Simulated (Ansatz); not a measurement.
```
CELL_PARAMETERS angstrom
     28.22083     0.00000     0.00000
     14.11042    19.95514    -2.03666
      0.00000     0.00000     4.07333
ATOMIC_POSITIONS crystal
  Ge 0.12425 0.99795 0.37131
  Ge 0.06059 0.12317 0.50196
  Ge 0.12235 0.16635 0.51314
  Ge 0.06127 0.29141 0.60355
  Ge 0.99675 0.99886 0.93914
  Ge 0.93462 0.12408 0.05192
  Ge 0.99775 0.16531 0.03392
  Ge 0.93683 0.29047 0.12975
  Ge 0.99903 0.33288 0.12733
  Ge 0.93814 0.45786 0.19366
  Ge 0.87429 0.33262 0.65894
  Ge 0.81348 0.45747 0.74122
  Ge 0.37346 0.00028 0.39577
  Ge 0.30975 0.12523 0.51288
  Ge 0.37190 0.16673 0.62627
  Ge 0.31113 0.29171 0.66733
  Ge 0.24834 0.00015 0.85920
  Ge 0.18485 0.12496 0.98671
  Ge 0.24717 0.16709 0.03303
  Ge 0.18597 0.29207 0.11346
  Ge 0.24857 0.33375 0.17926
  Ge 0.18756 0.45873 0.22169
  Ge 0.12371 0.33357 0.63241
  Ge 0.06271 0.45858 0.69032
  Ge 0.12500 0.50096 0.73456
  Ge 0.06395 0.62616 0.76314
  Ge 0.12718 0.66739 0.82279
  Ge 0.06483 0.79261 0.84078
  Ge 0.00049 0.50008 0.20766
  Ge 0.93944 0.62507 0.24128
  Ge 0.00113 0.66827 0.27311
  Ge 0.93765 0.79338 0.27145
  Ge 0.99845 0.83754 0.32589
  Ge 0.93816 0.95691 0.14056
  Ge 0.87419 0.83539 0.77377
  Ge 0.81147 0.95800 0.67942
  Ge 0.62437 0.99791 0.67141
  Ge 0.56086 0.12301 0.66945
  Ge 0.62254 0.16622 0.70147
  Ge 0.56149 0.29123 0.73511
  Ge 0.49720 0.99867 0.10189
  Ge 0.43484 0.12388 0.12011
  Ge 0.49804 0.16511 0.17945
  Ge 0.43700 0.29030 0.20832
  Ge 0.49927 0.33269 0.25240
  Ge 0.43830 0.45768 0.31034
  Ge 0.37444 0.33253 0.72117
  Ge 0.31345 0.45751 0.76368
  Ge 0.37603 0.49921 0.82937
  Ge 0.31485 0.62416 0.90965
  Ge 0.37717 0.66630 0.95651
  Ge 0.31366 0.79111 0.08392
  Ge 0.25089 0.49954 0.27570
  Ge 0.19015 0.62451 0.31655
  Ge 0.25227 0.66607 0.42997
  Ge 0.18852 0.79102 0.54700
  Ge 0.25052 0.83327 0.61555
  Ge 0.18768 0.95601 0.83254
  Ge 0.12388 0.83488 0.07210
  Ge 0.06338 0.95396 0.37911
  Ge 0.87337 0.00035 0.65808
  Ge 0.80979 0.12527 0.66239
  Ge 0.87166 0.16696 0.58870
  Ge 0.81105 0.29180 0.67189
  Ge 0.74830 0.00017 0.18946
  Ge 0.68500 0.12488 0.18691
  Ge 0.74719 0.16711 0.18355
  Ge 0.68610 0.29201 0.22688
  Ge 0.74852 0.33380 0.20178
  Ge 0.68772 0.45865 0.28418
  Ge 0.62386 0.33342 0.74923
  Ge 0.56297 0.45840 0.81569
  Ge 0.62517 0.50082 0.81335
  Ge 0.56426 0.62597 0.90924
  Ge 0.62737 0.66724 0.89135
  Ge 0.56521 0.79245 0.00348
  Ge 0.50073 0.49985 0.33948
  Ge 0.43967 0.62490 0.42996
  Ge 0.50140 0.66809 0.44110
  Ge 0.43777 0.79330 0.57162
  Ge 0.49857 0.83735 0.56335
  Ge 0.43813 0.95641 0.87052
  Ge 0.37431 0.83523 0.11053
  Ge 0.31150 0.95796 0.32781
  Ge 0.87590 0.49926 0.71602
  Ge 0.81483 0.62415 0.75922
  Ge 0.87699 0.66640 0.75589
  Ge 0.81368 0.79110 0.75342
  Ge 0.75094 0.49948 0.27112
  Ge 0.69036 0.62433 0.35465
  Ge 0.75223 0.66602 0.28046
  Ge 0.68860 0.79090 0.28417
  Ge 0.75053 0.83321 0.26312
  Ge 0.68784 0.95580 0.16891
  Ge 0.62383 0.83428 0.80154
  Ge 0.56358 0.95372 0.61672
```

Relaxed with PBE (Ansatz, a quantum-chemistry and plane-wave program).

Task: Which line defects does this cell hold, and where do they run?

Result: Ge (diamond structure), 1/2<110> screw dipole: two lines along the third cell vector, Burgers vector (0.00, 0.00, 4.07) Å and its opposite, glide plane {111}, near (x, y) = (27, 18) Å and (13, 18) Å.
